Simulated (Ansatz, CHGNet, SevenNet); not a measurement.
## Lattice parameter a of SnO (model structure, started from the 6H type, P6₃mc, No. 186, 12 atoms in the cell) at several levels of theory

No measured value is used here.

```json
[
 {"level (code)": "CHGNet 0.3.0", "value (Å)": "3.525"},
 {"level (code)": "CHGNet-r²SCAN", "value (Å)": "3.657"},
 {"level (code)": "SevenNet-0", "value (Å)": "3.461"},
 {"level (code)": "LDA (Ansatz)", "value (Å)": "[?]"},
 {"level (code)": "PBE (Ansatz)", "value (Å)": "3.359"},
 {"level (code)": "PBEsol (Ansatz)", "value (Å)": "[?]"},
 {"level (code)": "PBE-D3(BJ) (Ansatz)", "value (Å)": "3.325"},
 {"level (code)": "r²SCAN (Ansatz)", "value (Å)": "3.297"},
 {"level (code)": "r²SCAN+rVV10 (Ansatz)", "value (Å)": "[?]"}
]
```

Q: What belongs in the gaps?

A: 
- LDA (Ansatz, a first-principles code), value (Å): 3.256
- PBEsol (Ansatz), value (Å): 3.288
- r²SCAN+rVV10 (Ansatz), value (Å): 3.277

CHGNet 0.3.0, CHGNet-r²SCAN: the cell has another shape than the first-principles one, perhaps another minimum in the same group. CHGNet 0.3.0: the cell moved over 20 % in volume from its start. Cutoffs differ between the levels. Ansatz's density-functional and Hartree–Fock values are scalar-relativistic unless marked +SOC, with PAW data made under PBE.

Machine-learned potentials (CHGNet 0.3.0, CHGNet-r²SCAN, SevenNet-0) are trained on DFT data: a solid inside that data is no test of them.

A model structure was made by putting elements into a prototype or built by hand; it is no filed structure, need not be a known phase, and can be a saddle point held by its symmetry.
